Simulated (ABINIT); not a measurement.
A self-consistent single point of ScOF (P4/nmm, 6 atoms in the cell) with ABINIT.

Level of theory: PBEsol, PAW (JTH v2.0 PBE PAW, files made for PBE) (plane waves; ABINIT 10.0.3).

```
ScOF
1.0
    3.62752     0.00000     0.00000
    0.00000     3.62752     0.00000
    0.00000     0.00000     5.17220
Sc O F
2 2 2
Cartesian
  1.81376   0.00000   3.65080
  0.00000   1.81376   1.52140
  0.00000   0.00000   2.58610
  1.81376   1.81376   2.58610
  1.81376   1.81376   0.00000
  0.00000   0.00000   0.00000
```

Reference input (self-consistent single point, DFT, LDA (PW92), plane waves, PAW (JTH v2.0 LDA PAW)): pseudos = [Sc.LDA_PW-JTH.xml, O.LDA_PW-JTH.xml, F.LDA_PW-JTH.xml]; ecut = 60 Ry; pawecutdg = 120 Ry; pawxcdev = 0; occopt = 1; ngkpt = 7 7 5; nshiftk = 1; shiftk = 0 0 0; potentials = JTH v2.0 LDA PAW; nband = 26; kptopt = 1; nstep = 50. This run's input differs from it in these lines:

```diff
@@ -1,4 +1,4 @@
-# ScOF, JTH v2.0 LDA PAW
+# ScOF, JTH v2.0 PBE PAW
 pp_dirpath "./"
-pseudos "Sc.LDA_PW-JTH.xml, O.LDA_PW-JTH.xml, F.LDA_PW-JTH.xml"
+pseudos "Sc.GGA_PBE-JTH.xml, O.GGA_PBE-JTH.xml, F.GGA_PBE-JTH.xml"
 acell 3*1.0 Angstrom
@@ -22,2 +22,3 @@
 pawxcdev 0
+ixc -116133
 occopt 1
```

Its files differ too (potentials: JTH v2.0 LDA PAW → JTH v2.0 PBE PAW).

Log, with long lists cut:

```
--- !BeginCycle
solver: {iscf: 17, nstep: 50, nline: 4, wfoptalg: 10, }
tolerances: {toldfe: 1.00E-09, }
...

     iter   Etot(hartree)      deltaE(h)  residm     nres2
 ETOT  1  -166.26806186854    -1.663E+02 2.319E+00 1.232E+03
 ETOT  2  -181.35831898532    -1.509E+01 1.597E+00 2.735E+03
 ETOT  3  -177.29735553730     4.061E+00 6.339E-01 1.082E+03
 ETOT  4  -176.30119144101     9.962E-01 3.553E-01 4.267E+02
 ETOT  5  -175.94338061305     3.578E-01 1.476E-01 2.415E+02
   [... 18 lines left out ...]
 ETOT 24  -175.26195222020     1.780E-08 2.107E-04 1.123E-06
 ETOT 25  -175.26195222466    -4.468E-09 4.767E-04 1.375E-07
 ETOT 26  -175.26195222464     2.768E-11 4.103E-04 4.077E-08
 ETOT 27  -175.26195222463     1.052E-11 5.891E-04 1.513E-08
 At SCF step   27, etot is converged :
  for the second time, diff in etot=  1.052E-11 < toldfe=  1.000E-09

 Cartesian components of stress tensor (hartree/bohr^3)
  sigma(1 1)=  2.27055688E-04  sigma(3 2)=  0.00000000E+00
  sigma(2 2)=  2.27055688E-04  sigma(3 1)=  0.00000000E+00
  sigma(3 3)=  2.20928014E-04  sigma(2 1)=  0.00000000E+00

 ----iterations are completed or convergence reached----

 reduced coordinates (array xred) for    6 atoms
       0.499999998907     -0.000000001093      0.705849996914
      -0.000000001093      0.499999998907      0.294149998716
      -0.000000001093     -0.000000001093      0.499999997815
       0.499999998907      0.499999998907      0.499999997815
       0.499999998907      0.499999998907     -0.000000002185
      -0.000000001093     -0.000000001093     -0.000000002185
   [... lines left out ...]
 Fermi (or HOMO) energy (hartree) =   0.16531   Average Vxc (hartree)=  -0.39669
 Fermi (or HOMO) energy (eV) =   4.49823   Average Vxc (eV)= -10.79438
   [... lines left out ...]
local_psp           : -1.40419869074283E+02
total_energy        : -1.75261972256758E+02
total_energy_eV     : -4.76912080313930E+03
...

-Cartesian components of stress tensor (GPa)         [Pressure= -6.6201E+00 GPa]
- sigma(1 1)=  6.68020784E+00  sigma(3 2)=  0.00000000E+00
- sigma(2 2)=  6.68020784E+00  sigma(3 1)=  0.00000000E+00
- sigma(3 3)=  6.49992548E+00  sigma(2 1)=  0.00000000E+00

 Calculation completed.
```

The run converged in 27 iterations. Against the reference run the pressure goes from -12.54 to -6.62 GPa, the largest force goes from 0.184 to 0.076 eV/Å and the gap on the mesh goes from 4.267 to 4.332 eV.

The starting cell comes from a database of computed structures (which also holds hypothetical and non-ambient phases and stackings), without a prior relaxation at this level. The potentials were made for another functional than the one used. With a pressure of about -7 GPa the cell is away from its equilibrium volume at this level.

Cost on one core of a shared machine: roughly 7 min.
